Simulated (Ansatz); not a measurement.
**Ca₂O (model structure, started from the Ca2N type, R-3m, No. 166, 3 atoms in the cell): properties by level of theory**

```tsv
level (code)	lattice constant a (Å)	lattice parameter c (Å)	bulk modulus B0 (GPa)	cohesive energy (eV/atom)
LDA (Ansatz)	___	17.483	___	___
PBE (Ansatz)	___	17.879	___	4.11
PBEsol (Ansatz)	___	___	50.2	___
r²SCAN (Ansatz)	3.534	17.780	___	___
```

Question: Some entries are withheld; supply them.

Answer: 
- LDA (Ansatz, a program for electronic structure), lattice constant a (Å): 3.441
- LDA (Ansatz), bulk modulus B0 (GPa): 55.7
- LDA (Ansatz), cohesive energy (eV/atom): 4.80
- PBE (Ansatz), lattice constant a (Å): 3.555
- PBE (Ansatz), bulk modulus B0 (GPa): 47.2
- PBEsol (Ansatz), lattice constant a (Å): 3.502
- PBEsol (Ansatz), lattice parameter c (Å): 17.694
- PBEsol (Ansatz), cohesive energy (eV/atom): 4.40
- r²SCAN (Ansatz), bulk modulus B0 (GPa): 52.2
- r²SCAN (Ansatz), cohesive energy (eV/atom): 4.30

Caveats: the bulk modulus is −V dP/dV from two relaxed cells at ±2 % in volume (LDA, PBE, PBEsol, r²SCAN). Ansatz's density-functional and Hartree–Fock values are scalar-relativistic unless marked +SOC, with PAW data made under PBE.

Free atoms are spin-polarised, in the lowest state found; at levels without +SOC their spin–orbit coupling is left out.

Static lattice: no zero-point or thermal effects.

A model structure was made by putting elements into a prototype or built by hand; it is no filed structure, need not be a known phase, and can be a saddle point held by its symmetry.
